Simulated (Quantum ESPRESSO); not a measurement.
**One base run on AlNi3 (Pm-3m, 4 atoms in the cell) and variants with one or two settings moved**

```
CELL_PARAMETERS angstrom
      3.47690     0.00000     0.00000
      0.00000     3.47690     0.00000
      0.00000     0.00000     3.47690
ATOMIC_POSITIONS crystal
  Al 0.00000 0.00000 0.00000
  Ni 0.00000 0.50000 0.50000
  Ni 0.50000 0.00000 0.50000
  Ni 0.50000 0.50000 0.00000
```
Moments meant for the start (each program seeds them in its own way; μB, in the order of the atoms Al Ni Ni Ni): 0.0 2.0 2.0 2.0.

Base run A: LDA (PZ), PSlibrary PAW (LDA) pseudopotentials run with Quantum ESPRESSO, self-consistent single point.

Its settings: ecutwfc = 50 Ry; ecutrho = 300 Ry; occupations = smearing; smearing = marzari-vanderbilt; degauss = 0.0099958 Ry; nspin = 2; potentials = {Al: Al.pz-n-kjpaw_psl.1.0.0.UPF, Ni: Ni.pz-n-kjpaw_psl.1.0.0.UPF}; K_POINTS = automatic 10 10 10 0 0 0; conv_thr = 1e-10 Ry; mixing_beta = 0.2.

The starting cell comes from a database of computed structures (which also holds hypothetical and non-ambient phases and stackings), without a prior relaxation at this level. Its lattice was rescaled by a random factor within 2.5 % of one. The moments shrank to a small part of their start, a low-spin state that need not be the lowest.

ΔF is the free energy per atom less that of run A. A dash stands where there is no value to compare (another energy zero or no entropy term, no result, no spin, no clean gap, or a mesh too coarse for one). Total energies depend on the potentials, the functional and any Hubbard or dispersion term, so they are compared only between runs that share all of them.

Runs:
- B: pseudopotentials: {Al: Al.pz-n-kjpaw_psl.1.0.0.UPF, Ni: Ni.pz-n-kjpaw_psl.1.0.0.UPF} → {Al: Al.pbe-n-kjpaw_psl.1.0.0.UPF, Ni: Ni.pbe-n-kjpaw_psl.1.0.0.UPF}; input_dft: default → rvv10 [rVV10]
- C: conv_thr: 1e-10 Ry → 0.00073 Ry
- D: K_POINTS: automatic 10 10 10 0 0 0 → automatic 10 10 10 1 1 1
- E: nbnd: default → 21
- F: ecutrho: 300 Ry → 400 Ry
- G: degauss: 0.0099958 Ry → 0.02205 Ry; K_POINTS: automatic 10 10 10 0 0 0 → automatic 8 8 8 0 0 0
- H: tot_magnetization: default → 6
- I: mixing_beta: 0.2 → 0.4
- J: mixing_ndim: default → 12
- K: tqr: default → true

```tsv
run	ΔF (meV/atom)	pressure (GPa)	size of the net moment (μB/atom)	k-points
A	0.00	0.36	0.15	56
B	–	19.28	0.20	56
C	0.85	-3.05	0.17	56
D	-0.24	0.39	0.14	35
E	0.00	0.36	0.15	56
F	-0.01	0.36	0.15	56
G	3.5	-0.02	0.00	35
H	1743.4	32.88	1.50	56
I	0.00	0.36	0.15	56
J	0.00	0.35	0.15	56
K	0.04	0.11	0.15	56
```

Run C against A: The free energy hardly moves (within 1 meV/atom), the pressure goes from 0.36 to -3.05 GPa and the size of the net moment moves little (0.15 to 0.17 μB/atom).

Run H against A: The free energy goes up by 1.74 eV/atom, the pressure goes from 0.36 to 32.88 GPa and the size of the net moment goes from 0.15 to 1.50 μB/atom.
